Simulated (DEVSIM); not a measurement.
Device: TaN/Si3N4/n-Ge capacitor, at 300 K.

```
layer (left to right)  material  thickness (nm)  Nd (cm⁻³)
---------------------  --------  --------------  ---------
1                         Si3N4            2.30          -
2                            Ge            4700     1.6e16
```

Metal gate on the left, work function 4.4 eV. Fixed charge at the semiconductor interface 1.7e12 cm⁻² (in units of +e); no interface traps.

Constants are typed, rounded textbook-type inputs, not results; the design itself was drawn at random and stands for no fabricated device. Values at 300 K.

| parameter | Si3N4 | Ge |
|---|---|---|
| gap (eV) | 5.1 | 0.664 |
| affinity (eV) | 2.1 | 4 |
| permittivity | 7.5 | 16 |
| Nc (cm⁻³) | - | 1.04e19 |
| Nv (cm⁻³) | - | 6e18 |

Simulated with DEVSIM: 1D Poisson equation in equilibrium, Boltzmann statistics, complete ionisation; no quantum confinement or tunnelling. Metal contacts follow the ideal Schottky-Mott rule: no Fermi-level pinning, no interface dipoles.

Q: Tabulate band edges, carrier densities and field at -0.1 V on the gate.

A: Energies count from the Fermi level of the right contact; mesh points crowd at the junctions.

| x (μm) | Ec (eV) | Ev (eV) | n (cm⁻³) | p (cm⁻³) | field (V/cm) |
|---|---|---|---|---|---|
| 0.000 | 2.400 | -2.700 | < 1e2 | < 1e2 | -470000 |
| 0.0008663 | 2.360 | -2.740 | < 1e2 | < 1e2 | -470000 |
| 0.001692 | 2.321 | -2.779 | < 1e2 | < 1e2 | -470000 |
| 0.002611 | 0.392 | -0.272 | 2.7e12 | 1.6e14 | -27000 |
| 0.005070 | 0.385 | -0.279 | 3.5e12 | 1.2e14 | -26000 |
| 0.009423 | 0.374 | -0.290 | 5.4e12 | 8.1e13 | -26000 |
| 0.01860 | 0.351 | -0.313 | 1.3e13 | 3.3e13 | -24000 |
| 0.04938 | 0.286 | -0.378 | 1.6e14 | 2.7e12 | -18000 |
| 0.1028 | 0.213 | -0.451 | 2.8e15 | 1.6e11 | -9300 |
| 0.2154 | 0.170 | -0.494 | 1.4e16 | 3.1e10 | -790 |
| 0.4682 | 0.167 | -0.497 | 1.6e16 | 2.7e10 | ≈ 0 |
| 1.249 | 0.167 | -0.497 | 1.6e16 | 2.7e10 | ≈ 0 |
| 2.580 | 0.167 | -0.497 | 1.6e16 | 2.7e10 | ≈ 0 |
| 3.696 | 0.167 | -0.497 | 1.6e16 | 2.7e10 | ≈ 0 |
| 4.339 | 0.167 | -0.497 | 1.6e16 | 2.7e10 | ≈ 0 |
| 4.530 | 0.167 | -0.497 | 1.6e16 | 2.7e10 | ≈ 0 |
| 4.621 | 0.167 | -0.497 | 1.6e16 | 2.7e10 | ≈ 0 |
| 4.666 | 0.167 | -0.497 | 1.6e16 | 2.7e10 | ≈ 0 |
| 4.689 | 0.167 | -0.497 | 1.6e16 | 2.7e10 | ≈ 0 |
| 4.697 | 0.167 | -0.497 | 1.6e16 | 2.7e10 | ≈ 0 |
| 4.700 | 0.167 | -0.497 | 1.6e16 | 2.7e10 | ≈ 0 |
| 4.702 | 0.167 | -0.497 | 1.6e16 | 2.7e10 | ≈ 0 |
